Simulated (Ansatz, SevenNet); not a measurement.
# How the lattice parameter a of CsCl-type AuZn (cubic form, which distorts at low temperature) moves with the method

No measured value is used here.

```csv
level (code),value (Å)
SevenNet-0 (SevenNet),3.200
LDA (Ansatz),3.096
PBE (Ansatz),3.186
PBE+SOC (Ansatz),3.180
PBE-D4 (Ansatz),3.145
rVV10 (Ansatz),3.212
r²SCAN (Ansatz),3.149
HSE06 (Ansatz),3.170
```

Density-functional levels without +SOC have no spin–orbit coupling. LDA, PBE, PBE+SOC, PBE-D4, rVV10, r²SCAN, HSE06: symmetry holds this phase in the static calculation, where it need not be a minimum. Cutoffs and k meshes differ between the levels. Ansatz's density-functional and Hartree–Fock values are scalar-relativistic unless marked +SOC, with PAW data made under PBE.

Machine-learned potentials (SevenNet-0) are trained on DFT data, which may include these solids.

Ansatz is a quantum-chemistry and plane-wave program.
